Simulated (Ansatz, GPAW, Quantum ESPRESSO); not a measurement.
**Code comparison for VCrB₂ (Amm2, 4 atoms in the cell)**

Self-consistent single point.

```yaml
crystal:
  lattice:
    - [2.99017, 0.00000, 0.00000]
    - [0.00000, 1.51800, 4.03244]
    - [0.00000, -1.51800, 4.03244]
  atoms:
    - { symbol: V, position: [0.50000, 0.14781, 0.14781] }
    - { symbol: Cr, position: [0.00000, 0.85370, 0.85370] }
    - { symbol: B, position: [0.00000, 0.56275, 0.56275] }
    - { symbol: B, position: [0.50000, 0.43574, 0.43574] }
```

Shared settings, as Ansatz (a program for electronic structure) writes them: kpoints.mp_grid.grid = 9 9 9; scf.occupations.method = fermi_dirac; scf.occupations.width = 0.05 eV. Potentials and cutoffs stand in the table.

```
code                                                              model  pressure (GPa)  largest force (eV/Å)  cutoff
----------------  -----------------------------------------------------  --------------  --------------------  ------
GPAW              PBEsol, GPAW PAW datasets PBEsol (made by gpaw-setup)               –                 0.210  950 eV
Quantum ESPRESSO   PBEsol, SSSP 1.1.2 efficiency (PBE) pseudopotentials          -20.57                 0.260   50 Ry
Ansatz                                  PBEsol, PAW files made with PBE          -20.22                 0.253  420 eV
```

Size of the force on each atom (eV/Å): Sizes of forces hide their directions.

```csv
code,V1,Cr2,B3,B4
GPAW,0.210,0.141,0.123,0.191
Quantum ESPRESSO,0.260,0.197,0.100,0.162
Ansatz,0.253,0.193,0.092,0.151
```

A dash marks a value that a program does not give, or that is left out as unsure.

On Ansatz's run: spin polarisation is off.

The spread over the programs that give each value: pressure within 0.35 GPa; largest force within 0.050 eV/Å.

Ansatz's pressure is given at a fixed set of plane waves, as the other plane-wave codes print theirs; with its correction for the finite basis it is -20.05 GPa. The pressure of GPAW is left out: its cutoff lies under the one at which its stress was checked.

The starting cell comes from a database of computed structures (which also holds hypothetical and non-ambient phases and stackings), without a prior relaxation at this level. Its lattice was rescaled by a random factor within 2.5 % of one.

Keys are those of Ansatz 0.2.
